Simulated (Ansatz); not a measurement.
Functionals compared on a constructed model of the (110) surface of bcc V, a pseudomorphic layer of Al in the host's stacking (bottom of the slab: a bare face, its two planes held), in Ansatz (plane waves, PAW). The structure was relaxed with PBE; the other rows are single points on it. Cutoff 420 eV (500 eV for r2SCAN).

Slab: 7 atoms, 13.0 Å thick at the start; k 15x15x1, smearing 0.1 eV, dipole-corrected; 2 atoms held, the rest relaxed; start symmetry kept, larger cells not searched; no spin, no spin-orbit, no U. It is one candidate, not shown to be the stable structure of the face. These notes are the PBE run's.

| functional | work function of the top face (eV) | rough cost of the single point |
|---|---|---|
| PBE | 4.12 | – |
| RPBE | 4.04 | about 50 core-seconds (a rough figure) |
| r2SCAN | (withheld) | very roughly 70 core-seconds |

### Question
What belongs in the gaps?

### Answer

- r2SCAN, work function of the top face (eV): 4.14

Ansatz is a program for electronic structure.
